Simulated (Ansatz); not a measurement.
# CaO: pressure series

Consider CaO in the rock salt structure (space group Fm-3m, No. 225; a = 4.767 Å).

Cell and atoms are relaxed at each pressure.

Method: plane-wave PAW DFT at the PBEsol level (Ansatz, an electronic-structure program, 420 eV), no spin-orbit coupling.

```
change            band gap  volume per atom  smallest direct gap
----------------  --------  ---------------  -------------------
base               3.54 eV         13.54 Å³              3.92 eV
pressure −2 GPa    3.55 eV         13.79 Å³              3.93 eV
pressure −1 GPa    3.55 eV         13.66 Å³              3.92 eV
pressure 0.3 GPa   3.54 eV         13.51 Å³              3.91 eV
pressure 0.7 GPa   3.54 eV         13.46 Å³              3.91 eV
pressure 1.5 GPa   3.54 eV         13.37 Å³              3.91 eV
pressure 3 GPa     3.53 eV         13.21 Å³              3.89 eV
pressure 5 GPa     3.52 eV         13.01 Å³              3.88 eV
pressure 7.5 GPa   3.51 eV         12.79 Å³              3.86 eV
pressure 10 GPa    3.49 eV         12.58 Å³              3.84 eV
```

Load acts through the strain it causes; cell and atoms are relaxed under it. Whether these cells are dynamically stable was not tested. Competing high-pressure phases were not computed. The base started in Cmce and relaxed to Fm-3m at this level.
